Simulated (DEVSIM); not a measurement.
Structure: abrupt GaSb p-n junction, at 350 K.

Layer 1 from the left is GaSb, thickness (μm) 24.0, Na (cm⁻³) 5.4e15, τn (s) 4.6e-8, τp (s) 4.6e-8. Layer 2 from the left is GaSb, thickness (μm) 140, Nd (cm⁻³) 1.3e17, τn (s) 4.6e-8, τp (s) 4.6e-9.

Left contact: ohmic. Right contact: ohmic. Voltage is applied to the left contact. Recombination: SRH at mid-gap, Auger. Mobility is μmin + (μ − μmin)/(1 + (N/Nref)^α).

Constants are typed, rounded textbook-type inputs, not results; the design itself was drawn at random and stands for no fabricated device. Values at 300 K; Nc and Nv go as T^1.5, mobilities as T to minus their exponent, the gap by Varshni's rule with the affinity fixed.

GaSb: gap (eV) 0.726, affinity (eV) 4.06, permittivity 15.7, Nc (cm⁻³) 2.1e17, Nv (cm⁻³) 1.8e19, μn (cm²/Vs) 5000, μp (cm²/Vs) 850, μn,min 1000, μp,min 190, Nref,n 2.8e17, Nref,p 9e17, αn 1.05, αp 0.65, T exponent of μn 2, T exponent of μp 1.7, Cn (cm⁶/s) 5e-30, Cp (cm⁶/s) 5e-30, Varshni α (eV/K) 0.00042, Varshni β (K) 140.

Estimate by hand the built-in potential, the peak field at zero bias, the capacitance at -3 V, and compare with a numerical solution.


- Built-in potential: ni = √(Nc Nv) exp(−Eg/2kT) = 1.99e13 cm⁻³ with Eg = 0.707 eV; Vbi = kT/q ln(Na Nd/ni²) = 0.434 V; numerical 0.434 V.
- Peak field at zero bias: depletion approximation: W = √(2εVbi/(qN)) = 0.381 μm with N = 5.18e15 cm⁻³; field = 2Vbi/W = 22800 V/cm; numerical 25500 V/cm (estimate below by 11 %).
- Capacitance at -3 V: C = √(qεN / 2(Vbi + |V|)) = 13.0 nF/cm²; numerical 13.1 nF/cm² (estimate below by 0.89 %).

DEVSIM, 1D drift-diffusion, Boltzmann statistics, complete ionisation; no tunnelling, impact ionisation, image-force lowering or self-heating.
